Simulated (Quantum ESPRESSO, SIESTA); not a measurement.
A Quantum ESPRESSO input for a self-consistent single point of GaSb (F-43m, 2 atoms in the cell) (DFT, PBE, plane waves, PSlibrary PAW (PBE) pseudopotentials):

```fortran
&CONTROL
    calculation = 'scf',
    prefix = 'pwscf',
    outdir = './work',
    pseudo_dir = './',
    tprnfor = .true.,
    tstress = .true.,
/
&SYSTEM
    ibrav = 0,
    nat = 2,
    ntyp = 2,
    ecutwfc = 70,
    ecutrho = 420,
    occupations = 'smearing',
    smearing = 'gauss',
    degauss = 0.0073499,
/
&ELECTRONS
    conv_thr = 1e-10,
/
ATOMIC_SPECIES
Ga    69.7230  Ga.pbe-dn-kjpaw_psl.1.0.0.UPF
Sb   121.7600  Sb.pbe-n-kjpaw_psl.1.0.0.UPF
ATOMIC_POSITIONS {crystal}
Ga    0.0000000000    0.0000000000    0.0000000000
Sb    0.7500000000    0.7500000000    0.7500000000
K_POINTS {automatic}
9 9 9  0 0 0
CELL_PARAMETERS {angstrom}
   0.0000000000     3.0557170000     3.0557170000
   3.0557170000     0.0000000000     3.0557170000
   3.0557170000     3.0557170000     0.0000000000
```

### Question
Give the SIESTA input for the same structure, mesh, smearing and functional.

### Answer
This is the input that was run; spellings and numerical settings could be chosen otherwise.

```
# files in the folder: Ga.psml Sb.psml (PseudoDojo PBE standard)
SystemName  GaSb
SystemLabel GaSb

NumberOfAtoms                2
NumberOfSpecies              2
%block ChemicalSpeciesLabel
  1 31 Ga
  2 51 Sb
%endblock ChemicalSpeciesLabel
LatticeConstant              4.321436 Ang
%block LatticeVectors
     0.000000000    0.707106851    0.707106851
     0.707106851    0.000000000    0.707106851
     0.707106851    0.707106851    0.000000000
%endblock LatticeVectors
AtomicCoordinatesFormat      ScaledCartesian
%block AtomicCoordinatesAndAtomicSpecies
     0.000000000    0.000000000    0.000000000  1
     1.060660276    1.060660276    1.060660276  2
%endblock AtomicCoordinatesAndAtomicSpecies

XC.functional                GGA
XC.authors                   PBE
PAO.BasisSize                DZP
PAO.EnergyShift              0.01 Ry
MeshCutoff                   400 Ry
%block kgrid.MonkhorstPack
    9   0   0  0.0
    0   9   0  0.0
    0   0   9  0.0
%endblock kgrid.MonkhorstPack
OccupationFunction           MP
OccupationMPOrder            0
ElectronicTemperature        100.0 meV

MaxSCFIterations             150
SCF.Mixer.Method             Pulay
SCF.Mixer.Weight             0.25
SCF.Mixer.History            8
SCF.DM.Tolerance             1.0E-04
Diag.ParallelOverK           true
WriteForces                  true
Charge.Mulliken              end
```

Basis, cutoffs, solver keys and any potentials are the target program's own. This input uses DFT, GGA PBE, numerical atomic orbitals DZP, PseudoDojo PBE standard norm-conserving potentials (rewritten from UPF to PSML). Both were run: pressure 2.42 GPa in Quantum ESPRESSO and 2.99 in SIESTA.

On Quantum ESPRESSO: the starting cell comes from a database of computed structures (which also holds hypothetical and non-ambient phases and stackings), without a prior relaxation at this level. Its lattice was rescaled by a random factor within 2.5 % of one. The run gives no clean gap (levels at the Fermi energy touch, overlap or are partly filled at this smearing), which alone does not show that the compound is a metal.

On SIESTA: the starting cell comes from a database of computed structures (which also holds hypothetical and non-ambient phases and stackings), without a prior relaxation at this level. Its lattice was rescaled by a random factor within 2.5 % of one. Values carry the incompleteness of an atom-centred basis. The run gives no clean gap (levels at the Fermi energy touch, overlap or are partly filled at this smearing), which alone does not show that the compound is a metal.
